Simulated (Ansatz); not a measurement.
System: C (model structure, started from the Si type, Ia-3, No. 206, 8 atoms in the cell). Method: PBEsol in Ansatz (PAW).

Numerical settings: plane-wave cutoff 520 eV, 18×18×18 k mesh, Fermi–Dirac smearing 0.05 eV, scalar-relativistic PAW data made under PBE.

The cell is the one relaxed with PBE-D3(BJ). Conventional cell: a = 4.4548 Å, b = 4.4548 Å, c = 4.4548 Å, α = 90.00°, β = 90.00°, γ = 90.00°.

```xyz
8
Lattice="-2.2274 2.2274 2.2274 2.2274 -2.2274 2.2274 2.2274 2.2274 -2.2274" Properties=species:S:1:pos:R:3 pbc="T T T"
C      0.4191     0.4191     0.4191
C     -0.4191     1.8083     0.4191
C      0.4191    -0.4191     1.8083
C      1.8083     0.4191    -0.4191
C      1.8083     1.8083     1.8083
C      0.4191     2.6465    -0.4191
C     -0.4191     0.4191     2.6465
C      2.6465    -0.4191     0.4191
```

Task: List the 22 lowest band energies at Γ above −25 eV (eV, relative to the valence band maximum), grouping those that round alike.

Result: At Γ: -21.78, -12.50 (×3), -10.98, -9.98 (×3), -9.48 (×2), -6.83 (×3), -2.66, -2.09 (×2), 5.33 (×3), 8.31 (×3).

Note: the relaxation could raise the start's symmetry but not lower it, so the cell can be a saddle point; cell and atoms aren't relaxed at this level (largest force component 0.05 eV/Å, pressure -1.3 GPa).

A model structure was made by putting elements into a prototype or built by hand; it is no filed structure, need not be a known phase, and can be a saddle point held by its symmetry.

Ansatz is an electronic-structure program.
